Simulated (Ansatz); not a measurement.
## What S → Mo does to CdS

The parent structure is CdS in the zinc blende structure (space group F-43m, No. 216; a = 5.878 Å).

Now apply this change: full substitution S → Mo; the structure is relaxed again.

Calculations: r2SCAN in Ansatz (plane waves to 500 eV, PAW, no SOC). Γ-centred 13×13×13 mesh, Fermi–Dirac width 0.05 eV, for the changed cell.

- Volume per atom: 26.90 Å³ (base 25.38 Å³)
- Density: 6.43 g/cm³ (base 4.73 g/cm³)
- Lattice parameter a: 5.993 Å (base 5.878 Å)
- Space group: F-43m (No. 216) (base F-43m (No. 216))
- Shortest interatomic distance: 2.595 Å (base 2.545 Å)
- Band gap: zero (base 1.54 eV)

Cost of the whole job for the changed cell (relaxation, final SCF and bands): very roughly 2.2 core-minutes.

Whether these cells are dynamically stable was not tested. As relaxed here, CdMo is a hypothetical phase, not in the database extracts checked. The final runs are not spin-polarised. CdMo has a high density of states at the Fermi level and may be magnetic at this level.

Ansatz is a program for electronic structure.
